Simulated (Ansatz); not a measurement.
Start from NaCl in the rock salt structure (space group Fm-3m, No. 225; a = 5.601 Å). Axes: x, y, z lie along the cube axes.

Calculations: PBEsol (Ansatz, a program for electronic structure, PAW, spin-orbit coupling left out).

Before the change:

```
Item                                Result
---------------------  -------------------
Valence-band top at Γ  0.00, 0.00, 0.00 eV
```

Now apply this change: a pure shear with ε_xy = ε_yx = 0.0114, atoms relaxed at fixed cell.

**Question.** How does this affect the valence-band top at Γ, energy relative to the base and stress?

**Answer.** The valence-band top at Γ (three highest levels, from the VBM) becomes 0.00, -0.05, -0.09 eV (base: 0.00, 0.00, 0.00 eV); the energy rises by 0.4 meV/atom; the stress (xx, yy, zz, yz, xz, xy; compression positive) amounts to (0.01, 0.01, 0.00, 0.00, 0.00, -0.28) GPa.

The levels and masses belong to the bands next to the band gap. The cells carry an imposed strain or load. Whether these cells are dynamically stable was not tested.
